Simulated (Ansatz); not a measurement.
Defect: interstitial F in fcc Cu, neutral cell. Level of theory: PBE, PAW (plane waves to 420 eV; Ansatz, a program for electronic structure).

Settings: 32 host sites, the relaxed PBE lattice, a 2×2×2 k-point mesh shifted by half a step, smearing 0.10 eV, spin-restricted, no image-charge correction. Energies are static. Sites that were not tried may lie lower.

Barriers: single points on a 4×4×4 k-point mesh shifted by half a step at the bands' geometries (they differ from the bands' own by up to 0.08 eV, and are uncertain by about as much).

The step: a concerted move, in which F travels most. Atoms about the jump, Cartesian Å from the middle of the jump, before and after:

| atom | x0 | y0 | z0 | x1 | y1 | z1 |
|---|---|---|---|---|---|---|
| F1 | 0.45 | 0.45 | 0.45 | -0.45 | -0.45 | -0.45 |
| Cu2 | 0.46 | -1.65 | 0.46 | 0.67 | -1.57 | 0.67 |
| Cu3 | -1.65 | 0.46 | 0.46 | -1.57 | 0.67 | 0.67 |
| Cu4 | 0.46 | 0.46 | -1.66 | 0.67 | 0.67 | -1.57 |
| Cu5 | -1.36 | -1.36 | -1.36 | -1.57 | -1.57 | -1.58 |
| Cu6 | 0.46 | 0.46 | 2.56 | 0.47 | 0.47 | 2.30 |
| Cu7 | 0.46 | 2.56 | 0.46 | 0.47 | 2.30 | 0.46 |
| Cu8 | 2.56 | 0.46 | 0.46 | 2.30 | 0.47 | 0.46 |
| Cu9 | -1.36 | -1.36 | 2.27 | -1.37 | -1.37 | 2.30 |
| Cu10 | -1.36 | 2.27 | -1.36 | -1.37 | 2.30 | -1.37 |
| Cu11 | 2.27 | -1.36 | -1.36 | 2.30 | -1.37 | -1.37 |
| Cu12 | -3.17 | -1.43 | 0.45 | -3.20 | -1.37 | 0.46 |
| Cu13 | -3.17 | 0.46 | -1.43 | -3.20 | 0.47 | -1.37 |
| Cu14 | -1.43 | -3.17 | 0.45 | -1.37 | -3.20 | 0.46 |
| Cu15 | -1.43 | 0.46 | -3.18 | -1.37 | 0.47 | -3.20 |
| Cu16 | 0.46 | -1.43 | -3.18 | 0.47 | -1.37 | -3.20 |
| Cu17 | 0.46 | -3.17 | -1.43 | 0.47 | -3.20 | -1.37 |

Predict the transition state.


```
atom      x      y      z
----  -----  -----  -----
F1    -0.12  -0.12  -0.13
Cu2    0.62  -1.73   0.61
Cu3   -1.74   0.62   0.61
Cu4    0.62   0.62  -1.74
Cu5   -1.42  -1.42  -1.43
Cu6    0.48   0.47   2.34
Cu7    0.48   2.35   0.47
Cu8    2.36   0.48   0.47
Cu9   -1.37  -1.37   2.28
Cu10  -1.37   2.28  -1.38
Cu11   2.29  -1.37  -1.38
Cu12  -3.20  -1.39   0.45
Cu13  -3.20   0.46  -1.40
Cu14  -1.39  -3.20   0.45
Cu15  -1.39   0.46  -3.21
Cu16   0.46  -1.39  -3.21
Cu17   0.46  -3.20  -1.40
```
It lies 0.27 eV above the start and 0.19 eV above the end. The program found a first-order saddle point.
